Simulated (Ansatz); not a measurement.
# MgTe: response to strain

The parent structure is MgTe in the wurtzite structure (space group P6_3mc, No. 186; a = 4.509 Å, c = 7.338 Å). Axes: x lies along a and z along c of the hexagonal cell.

Strains are applied to the cell and any free atomic positions relax; under biaxial strain the out-of-plane vector relaxes too.

Method: LDA, PAW, 420 eV (Ansatz, a quantum-chemistry and plane-wave program; no SOC).

Notes on the quantities. in-plane stress: mean in-plane stress (compression positive); band gap: an upper bound: an edge found on the path is not a true extremum; the base alone.

```json
[
 {"case": "base", "in-plane stress": "–", "band gap": "2.43 eV", "ratio −ε⊥/ε∥": "–"},
 {"case": "biaxial strain +0.60 %, plane normal [001], relaxed out of plane", "in-plane stress": "-0.4 GPa", "band gap": "2.35 eV", "ratio −ε⊥/ε∥": "–"},
 {"case": "biaxial strain +1.20 %, plane normal [001], relaxed out of plane", "in-plane stress": "-0.7 GPa", "band gap": "2.28 eV", "ratio −ε⊥/ε∥": "0.93"},
 {"case": "biaxial strain +1.80 %, plane normal [001], relaxed out of plane", "in-plane stress": "-1.1 GPa", "band gap": "2.21 eV", "ratio −ε⊥/ε∥": "0.93"},
 {"case": "biaxial strain +2.40 %, plane normal [001], relaxed out of plane", "in-plane stress": "-1.4 GPa", "band gap": "2.13 eV", "ratio −ε⊥/ε∥": "(withheld)"},
 {"case": "biaxial strain +3.00 %, plane normal [001], relaxed out of plane", "in-plane stress": "(withheld)", "band gap": "2.06 eV", "ratio −ε⊥/ε∥": "(withheld)"}
]
```

### Question
Some entries are withheld; estimate them.

### Answer

- biaxial strain +2.40 %, plane normal [001], relaxed out of plane, ratio −ε⊥/ε∥: 0.94
- biaxial strain +3.00 %, plane normal [001], relaxed out of plane, in-plane stress: -1.7 GPa
- biaxial strain +3.00 %, plane normal [001], relaxed out of plane, ratio −ε⊥/ε∥: 0.95

With Te present, leaving out spin-orbit coupling can change the band edges. No phonon test of stability was made.
